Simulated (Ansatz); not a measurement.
Ti(Si,Ge)2: Ti2Ge3Si

A 24-atom cell of Ti(Si,Ge)2 started in the TiSi2 (C54) type structure, site fractions Si 0.250, Ge 0.750, short-range order -0.11 among the nearest mixed sites of the first mixed sublattice (0 is random, a negative value favours unlike neighbours), space group P1 at the end.

All values below come from r2SCAN (plane waves to 500 eV, PAW; Ansatz, an electronic-structure program). No spin–orbit coupling; the runs are not spin-polarised. Its k-point mesh 5×5×5, Fermi–Dirac width 0.05 eV.

```
Quantity                                                                                         Result
---------------------------------------------------------  --------------------------------------------
volume per atom                                                                                15.36 Å³
Ge–Ti bonds (within 1.22 times the sum of covalent radii)  2.762 Å on average, from 2.578 to 2.930 (60)
Si–Ti bonds (within 1.22 times the sum of covalent radii)  2.736 Å on average, from 2.564 to 2.883 (20)
```

```yaml
crystal:
  lattice:
    - [-4.97098, 4.26335, -4.34980]
    - [4.96956, 4.26324, 4.35128]
    - [4.96716, 4.26169, -4.34711]
  atoms:
    - { symbol: Ti, position: [0.75013, 0.00319, 0.24927] }
    - { symbol: Ti, position: [0.99815, 0.49777, 0.50022] }
    - { symbol: Ti, position: [0.25478, 0.00561, 0.74699] }
    - { symbol: Ti, position: [0.49801, 0.49441, 0.00330] }
    - { symbol: Ti, position: [0.87220, 0.49588, 0.12680] }
    - { symbol: Ti, position: [0.12898, 0.00579, 0.37249] }
    - { symbol: Ti, position: [0.37604, 0.49672, 0.62530] }
    - { symbol: Ti, position: [0.62481, 0.00361, 0.87574] }
    - { symbol: Si, position: [0.08197, 0.33328, 0.25000] }
    - { symbol: Ge, position: [0.33774, 0.83664, 0.49325] }
    - { symbol: Si, position: [0.58155, 0.33194, 0.75858] }
    - { symbol: Ge, position: [0.83511, 0.83460, 0.99859] }
    - { symbol: Ge, position: [0.41655, 0.65815, 0.24977] }
    - { symbol: Ge, position: [0.66604, 0.17270, 0.50153] }
    - { symbol: Ge, position: [0.91592, 0.66635, 0.74838] }
    - { symbol: Ge, position: [0.16875, 0.17025, 0.00045] }
    - { symbol: Ge, position: [0.78372, 0.65920, 0.38238] }
    - { symbol: Ge, position: [0.04894, 0.17197, 0.61521] }
    - { symbol: Ge, position: [0.28738, 0.66286, 0.88026] }
    - { symbol: Si, position: [0.54266, 0.16859, 0.12143] }
    - { symbol: Si, position: [0.46041, 0.32994, 0.37251] }
    - { symbol: Ge, position: [0.70560, 0.83374, 0.62638] }
    - { symbol: Ge, position: [0.95441, 0.33140, 0.87514] }
    - { symbol: Ge, position: [0.21013, 0.83540, 0.12602] }
```
